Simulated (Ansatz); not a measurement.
The starting structures come from a database of crystals and need not be the phases stable at ambient conditions.

 Where the default PAW files enter, the runs use the earlier of Ansatz's two default sets.

**Evanescent states of SnSe2 (P-3m1, CdI2 type, not sure to be the ambient phase, 3 atoms a cell, 25.6 Å³ an atom) along the normal of (111)**

Calculation: r2SCAN (plane waves, PAW; Ansatz, a first-principles code).

The gap is the functional's own, uncorrected, and κ follows it; spin-orbit coupling is left out. Mid-gap values are interpolated between the computed energies.

Energies count from the valence-band top; κ is the least over a 6×6 mesh across the current.

```
E (eV)  κ (1/Å)  where
------  -------  -----
0.03      0.059  off Γ
0.07      0.095  off Γ
0.12      0.115  off Γ
0.17      0.117      Γ
0.23      0.116      Γ
0.28      0.115      Γ
0.33      0.114      Γ
0.38      0.112      Γ
0.42      0.110  off Γ
0.47      0.101  off Γ
0.53      0.090  off Γ
0.57      0.077  off Γ
```

Question: How thick must the barrier be to attenuate the transmission by 10^4 when the electrodes' Fermi level lies at 0.23 eV, and what attenuation does that film give at 0.42 eV?

Answer: d = 4 ln 10 / (2 × 0.116) = 39.7 Å. At 0.42 eV it gives 4 × 0.110/0.116 = 3.8 decades.
